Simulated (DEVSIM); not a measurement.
Device: Schottky contact on p-type CdTe, at 250 K.

| layer (left to right) | material | thickness (μm) | Na (cm⁻³) | τn (s) | τp (s) |
|---|---|---|---|---|---|
| 1 | CdTe | 3.50 | 1.1e15 | 3.7e-10 | 3.7e-10 |
| 2 | CdTe | 30.0 | 8e17 | 3.7e-10 | 3.7e-10 |

Left contact: Schottky, work function 4.69 eV, emission velocity 7.5e6 cm/s. Right contact: ohmic. Voltage is applied to the left contact. Recombination: SRH at mid-gap, Auger. Mobility is μmin + (μ − μmin)/(1 + (N/Nref)^α).

The device is made up for the run: typed textbook-type constants, with dimensions and the other settings drawn at random. Values at 300 K; Nc and Nv go as T^1.5, mobilities as T to minus their exponent, the gap by Varshni's rule with the affinity fixed.

| parameter | CdTe |
|---|---|
| gap (eV) | 1.5 |
| affinity (eV) | 4.28 |
| permittivity | 10.2 |
| Nc (cm⁻³) | 8e17 |
| Nv (cm⁻³) | 1.8e19 |
| μn (cm²/Vs) | 1000 |
| μp (cm²/Vs) | 80 |
| μn,min | 100 |
| μp,min | 10 |
| Nref,n | 1e17 |
| Nref,p | 1e17 |
| αn | 0.6 |
| αp | 0.6 |
| T exponent of μn | 1.7 |
| T exponent of μp | 1.5 |
| Cn (cm⁶/s) | 1e-30 |
| Cp (cm⁶/s) | 1e-30 |
| Varshni α (eV/K) | 0.00031 |
| Varshni β (K) | 108 |

Model (solved in DEVSIM): 1D drift-diffusion, Boltzmann statistics, complete ionisation; no tunnelling, impact ionisation, image-force lowering or self-heating. Metal contacts follow the ideal Schottky-Mott rule: no Fermi-level pinning, no interface dipoles.

Base results: dark forward voltage at 1 A/cm² (V) 0.831; potential step across the device at zero bias (V) 1.043.

What follows from this one change: metal work function 4.69 → 4.49 eV?

dark forward voltage at 1 A/cm² 0.831 → 1.029 V; potential step across the device at zero bias 1.043 → 1.243 V.

What follows from this one change: doping Na of layer 2 8e+17 → 8e+16 cm^-3?

dark forward voltage at 1 A/cm² little changed (0.834 V); potential step across the device at zero bias 1.043 → 0.993 V.
